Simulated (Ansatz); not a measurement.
The starting structures come from a database of crystals and need not be the phases stable at ambient conditions.

Tunnelling through a barrier is set by its complex band structure: the current falls as exp(−2κd) with the smallest κ.

Given:

```yaml
crystal:
  lattice:
    - [3.48638, 0.00000, 0.00000]
    - [-1.74319, 3.01929, 0.00000]
    - [0.00000, 0.00000, 4.17804]
  atoms:
    - { symbol: Mg, position: [0.66667, 0.33333, 0.75000] }
    - { symbol: Mg, position: [0.33333, 0.66667, 0.25000] }
    - { symbol: O, position: [0.66667, 0.33333, 0.25000] }
    - { symbol: O, position: [0.33333, 0.66667, 0.75000] }
```

The cell is taken as given.

Transport runs along the normal of the first two printed cell vectors, the (001) plane of the conventional cell.

No gap correction and no spin-orbit coupling; mid-gap is the computed energy nearest the middle.

Task: Predict the band gap and the smallest decay constant κ at mid-gap from r2SCAN (Ansatz, an electronic-structure program).

Result: Gap 4.10 eV on a 12×12×8 mesh; κ = 0.331 1/Å, at the zone centre.
